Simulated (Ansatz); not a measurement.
B (model structure, started from the bcc type, Im-3m, No. 229, 1 atom in the cell): properties by level of theory

```json
[
 {"level (code)": "PBE (Ansatz)", "lattice parameter a (Å)": "___", "cohesive energy (eV/atom)": "___"},
 {"level (code)": "PBEsol (Ansatz)", "lattice parameter a (Å)": "___", "cohesive energy (eV/atom)": "5.03"},
 {"level (code)": "PBE-D3(BJ) (Ansatz)", "lattice parameter a (Å)": "___", "cohesive energy (eV/atom)": "___"},
 {"level (code)": "r²SCAN (Ansatz)", "lattice parameter a (Å)": "2.294", "cohesive energy (eV/atom)": "___"}
]
```

Q: Complete the blanks.

A: 
- PBE (Ansatz, a program for electronic structure), lattice parameter a (Å): 2.307
- PBE (Ansatz), cohesive energy (eV/atom): 4.53
- PBEsol (Ansatz), lattice parameter a (Å): 2.297
- PBE-D3(BJ) (Ansatz), lattice parameter a (Å): 2.285
- PBE-D3(BJ) (Ansatz), cohesive energy (eV/atom): 4.78
- r²SCAN (Ansatz), cohesive energy (eV/atom): 4.36

Caveats: a distance lies near a switch of the dispersion term, which can move the cell (PBE-D3(BJ)). Ansatz's density-functional and Hartree–Fock values are scalar-relativistic unless marked +SOC, with PAW data made under PBE.

Free atoms are spin-polarised, in the lowest state found; at levels without +SOC their spin–orbit coupling is left out.

The computed numbers hold no vibrational or temperature effects.

A model structure was made by putting elements into a prototype or built by hand; it is no filed structure, need not be a known phase, and can be a saddle point held by its symmetry.
